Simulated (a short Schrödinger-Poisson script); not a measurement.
**MOS inversion layer, HfO2 on p-type Si(100)**

Structure: MOS inversion layer, HfO2 on p-type Si(100), at 300 K.

```csv
layer,material,thickness (nm),Na (cm⁻³)
1,HfO2,13.1,-
2,Si,410,5.5e17
```

Constants are typed, rounded textbook-type inputs, not results; the design itself was drawn at random and stands for no fabricated device. HfO2: permittivity 22, conduction-band edge (eV) 1.55, gap (eV) 5.7, electron mass (mₑ) 0.2. Si: permittivity 11.7, conduction-band edge (eV) 0, gap (eV) 1.124, Nv at 300 K (cm⁻³) 3.1e19.

Channel valleys (confinement mass, in-plane density-of-states mass, number): Δ2 0.916, 0.19, 2; Δ4 0.19, 0.417, 4. At the gate the conduction-band edge of layer 1 lies 1.62 eV − eVg above the Fermi level of the channel; the field vanishes at the back. Gaps are held at their typed values at every temperature. Mesh 0.03 nm at interfaces.

From a short Schrödinger-Poisson script (our own, NumPy): 1D Poisson equation in equilibrium, electrons quantum, Hartree (BenDaniel-Duke, 12 states a valley, the channel's in-plane mass for all, wave functions ending at the dielectric), parabolic valleys, classical holes, full ionisation, no traps, pinning or gate leakage.

```
Vg (V)  electrons (cm⁻²)  C (μF/cm²)  Δ2 E0 (meV)  Δ2 E1 (meV)  Δ4 E0 (meV)  Δ4 E1 (meV)
------  ----------------  ----------  -----------  -----------  -----------  -----------
0.1               4.02e7       0.209        309.7        373.2        368.3        471.9
0.3              2.19e10       0.280        145.2        213.6        208.2        320.3
0.5              7.36e11       0.983         51.4        125.5        120.3        237.8
0.7              2.06e12        1.15         20.5        101.0         96.0        216.8
0.9              3.52e12        1.20          2.1         88.6         84.0        207.3
1.1              5.03e12        1.23        -11.9         80.3         76.0        201.4
1.3              6.58e12        1.25        -23.8         74.0         69.9        197.2
1.5              8.14e12        1.26        -34.4         68.7         64.9            -
1.7              9.72e12        1.27            -            -            -            -
1.9              1.13e13        1.28            -            -            -            -
```

Gate voltages with under 1e6 electrons/cm² are left out.

Subbands count from the Fermi level; a dash marks a level above the dielectric's band edge.
